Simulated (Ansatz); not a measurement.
**SiO2, carrier doping**

Base system: SiO$_{2}$ in the rutile structure (space group P4_2/mnm, No. 136; a = 4.236 Å, c = 2.690 Å).

Carriers are added at fixed cell with a uniform background; the Fermi–Dirac width is that of 300 K.

Computed with Ansatz (a program for electronic structure), PBE, PAW, cutoff 420 eV, spin-orbit coupling left out.

Notes on the quantities. Fermi level from band edge: Fermi level relative to the doped band's edge (positive inside the band; to 0.05 eV).

```tsv
electron density (10^21 cm⁻³)	Fermi level from band edge (eV)
3	1.25
5	?
10	1.95
20	2.35
```

### Question
Fit E_F = C n^s, fitted as a line in log–log form (a parabolic band gives s = 2/3) to the rows shown and predict the withheld row.

### Answer
Least squares on the printed values gives C = 0.87 eV, s = 0.34 (largest residual 0.06 eV); this predicts 1.50 eV, and the run gives 1.60 eV, 0.10 higher.

Carriers are added with a uniform compensating background; total energy and stress of such cells depend on the potential's zero and are not compared; many-body gap narrowing is missing at this level. Whether these cells are dynamically stable was not tested.
